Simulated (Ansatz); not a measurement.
## SnS2: pressure series

Take SnS2 in the CdI2 type structure (space group P-3m1, No. 164; a = 3.6694 Å, c = 5.8062 Å; layered, stacked along the Cartesian z axis) as the base.

Cell and atoms are relaxed at each pressure.

Level of theory: DFT with PBE-D3(BJ), PAW potentials and a 420 eV plane-wave cutoff in Ansatz (a first-principles code), no SOC.

```json
[
 {"change": "base", "band gap": "1.27 eV", "density": "4.48 g/cm³", "shortest interatomic distance": "2.583 Å"},
 {"change": "pressure −1 GPa", "band gap": "1.44 eV", "density": "4.26 g/cm³", "shortest interatomic distance": "2.591 Å"},
 {"change": "pressure 1.8 GPa", "band gap": "1.03 eV", "density": "4.72 g/cm³", "shortest interatomic distance": "2.572 Å"},
 {"change": "pressure 4.2 GPa", "band gap": "0.84 eV", "density": "4.95 g/cm³", "shortest interatomic distance": "2.558 Å"},
 {"change": "pressure 18 GPa", "band gap": "zero", "density": "5.73 g/cm³", "shortest interatomic distance": "2.501 Å"},
 {"change": "pressure 30 GPa", "band gap": "zero", "density": "6.19 g/cm³", "shortest interatomic distance": "2.464 Å"},
 {"change": "pressure 45 GPa", "band gap": "zero", "density": "6.66 g/cm³", "shortest interatomic distance": "2.428 Å"},
 {"change": "pressure 60 GPa", "band gap": "zero", "density": "7.06 g/cm³", "shortest interatomic distance": "2.399 Å"}
]
```

The mesh was chosen for an insulator and is coarse for the gapless case. Load acts through the strain it causes; cell and atoms are relaxed under it. Whether these cells are dynamically stable was not tested. Competing high-pressure phases were not computed. The final runs are not spin-polarised. The zero or small gap of SnS2 under pressure 18 GPa and SnS2 under pressure 30 GPa can change with the level of theory.
